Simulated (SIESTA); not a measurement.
```
ZrNbCN
1.0
    1.60271     0.92533     5.26529
   -1.60271     0.92533     5.26529
    0.00000    -1.85065     5.26529
Zr Nb C N
1 1 1 1
Cartesian
  0.00000   0.00000   3.98609
  0.00000   0.00000  11.79600
  0.00000   0.00000   0.05181
  0.00000   0.00000   7.85992
```

Computed with LDA PW92, numerical atomic orbitals DZP, PseudoDojo LDA standard norm-conserving potentials (rewritten from UPF to PSML) in SIESTA 5.4.2.

The set-up and first iterations of a SIESTA log for ZrNbCN (R3m, 4 atoms in the cell):

```
reinit: Reading from file input.fdf

reinit: System Name: ZrNbCN
reinit: System Label: zrnbcn

coor:   Atomic-coordinates input format  =     Cartesian coordinates
coor:                                          (in Angstroms)

siesta: Atomic coordinates (Bohr) and species
siesta:     -0.00000   0.00000   7.53262  1        1
siesta:      0.00000   0.00000  22.29121  2        2
siesta:     -0.00000  -0.00000   0.09791  3        3
siesta:      0.00000  -0.00000  14.85309  4        4

siesta: System type = bulk

initatomlists: Number of atoms, orbitals, and projectors:      4    64    52

siesta: ******************** Simulation parameters ****************************
redata: Spin configuration                          = none
redata: Time-Reversal Symmetry                      = T
redata: Number of Atomic Species                    =        4
redata: Mesh Cutoff                                 =   400.0000 Ry
   [... lines left out ...]
diag: Use parallel 2D distribution                  =   F
diag: Parallel block-size                           = 65
diag: Parallel distribution                         =     1 x     1
diag: Used triangular part                          = Lower
diag: Absolute tolerance                            =  0.100E-15
diag: Orthogonalization factor                      =  0.100E-05
diag: Memory factor                                 =  1.0000

                        Single-point calculation

outcell: Unit cell vectors (Ang):
        1.602712    0.925326    5.265293
       -1.602712    0.925326    5.265293
        0.000000   -1.850652    5.265293

outcell: Cell vector modules (Ang)   :    5.581059    5.581059    5.581059
outcell: Cell angles (23,13,12) (deg):     33.3772     33.3772     33.3772
outcell: Cell volume (Ang**3)        :     46.8516
Gamma-point calculation with interaction between periodic images
Gamma-point calculation with interaction between periodic images
Some features might not work optimally:
Some features might not work optimally:
e.g. DM initialization from atomic data
e.g. DM initialization from atomic data
new_DM -- step:     1
Initializing Density Matrix...

Attempting to read DM from file... Failed...
DM filled with atomic data:

InitMesh: MESH = 64 x 64 x 64 = 262144
InitMesh: Mesh cutoff (required, used) =   400.000   408.335 Ry

stepf: Fermi-Dirac step function
        iscf     Eharris(eV)        E_KS(eV)     FreeEng(eV)     dDmax    Ef(eV) dHmax(eV)
   scf:    1    -3396.202427    -3483.964714    -3484.316717  2.257482 -4.301499 22.422630
   scf:    2    -3421.708757    -3492.423897    -3492.856170  1.049210 -4.975386 17.030123
   scf:    3    -3471.657261    -3504.025667    -3504.386295  1.961358 -4.830544 10.740259
   scf:    4    -3430.192319    -3491.046970    -3491.426093  2.587110 -4.273758 19.263416
   scf:    5    -3501.269176    -3496.458256    -3496.849137  0.113173 -4.680175 14.782669
```

How does the run end?

The run ended unconverged after 150 iterations. It gives no final result for the task that was set. The log goes on:

```
   [... 141 lines left out ...]
   scf:  147    -3511.277044    -3511.277026    -3511.976425  0.000059 -5.122323  0.000701
   scf:  148    -3511.277006    -3511.277016    -3511.976425  0.000048 -5.122311  0.000725
   scf:  149    -3511.276992    -3511.277004    -3511.976425  0.000197 -5.122314  0.001363
   scf:  150    -3511.277181    -3511.277095    -3511.976422  0.000920 -5.122340  0.006382
SCF_NOT_CONV: SCF did not converge in maximum number of steps (required).
SCF_NOT_CONV: SCF did not converge in maximum number of steps (required).
Geom step, scf iteration, dDmax, dHmax:    0   150      0.000920     0.000469
Geom step, scf iteration, dDmax, dHmax:    0   150      0.000920     0.000469

ABNORMAL_TERMINATION
ABNORMAL_TERMINATION
Stopping Program from Node:    0
Stopping Program from Node:    0
```

The starting cell comes from a database of computed structures (which also holds hypothetical and non-ambient phases and stackings), without a prior relaxation at this level. Its lattice was rescaled by a random factor within 2.5 % of one. Values carry the incompleteness of an atom-centred basis.

The run was DFT, LDA PW92, numerical atomic orbitals DZP, PseudoDojo LDA standard norm-conserving potentials (rewritten from UPF to PSML). Main settings of its input:

* **XC.functional**: LDA
* **XC.authors**: PW92
* **potentials**: PseudoDojo LDA standard
* **PAO.BasisSize**: DZP
* **PAO.EnergyShift**: 0.01 Ry
* **MeshCutoff**: 400 Ry
* **kgrid.MonkhorstPack**: 1 1 1
* **OccupationFunction**: FD
* **ElectronicTemperature**: 1160.45 K
* **MaxSCFIterations**: 150
* **SCF.Mixer.Method**: Broyden
* **SCF.Mixer.Weight**: 0.25
